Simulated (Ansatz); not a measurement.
Reference: ZnS (F-43m), r2SCAN with spin-orbit coupling, rigid bands (plane waves, PAW; Ansatz, an electronic-structure program); axes and stresses refer to this cell.

```
ZnS
1.0
    0.00000     2.69516     2.69516
    2.69516     0.00000     2.69516
    2.69516     2.69516     0.00000
Zn S
1 1
Direct
  0.00000   0.00000   0.00000
  0.25000   0.25000   0.25000
```

The Seebeck coefficient, p-type 1e19 cm⁻³ is 387 μV/K, the band gap is 2.68 eV and the hole conductivity mass is 0.87 mₑ.

**Question.** Change: uniaxial stress along [110] of 1 GPa (compression positive). What happens to Seebeck coefficient, p-type 1e19 cm⁻³, band gap, hole conductivity mass?

**Answer.** Seebeck coefficient, p-type 1e19 cm⁻³ decreases to 355 μV/K; band gap moves little, to 2.67 eV; hole conductivity mass shrinks to 0.74 mₑ.

**Question.** Change: uniaxial stress along [110] of 2 GPa (compression positive). What happens to Seebeck coefficient, p-type 1e19 cm⁻³, band gap, hole conductivity mass?

**Answer.** Seebeck coefficient, p-type 1e19 cm⁻³ falls to 307 μV/K; band gap moves little, to 2.64 eV; hole conductivity mass decreases to 0.60 mₑ.

Masses are for dilute carriers at 300 K, harmonic means over directions unless an axis is named. Seebeck coefficients are for the stated density at 300 K, with one relaxation time for all states and whether or not that doping can be reached. Stresses and pressures are the targets of the relaxation.  The structure type is held under load, also where the real crystal would transform.
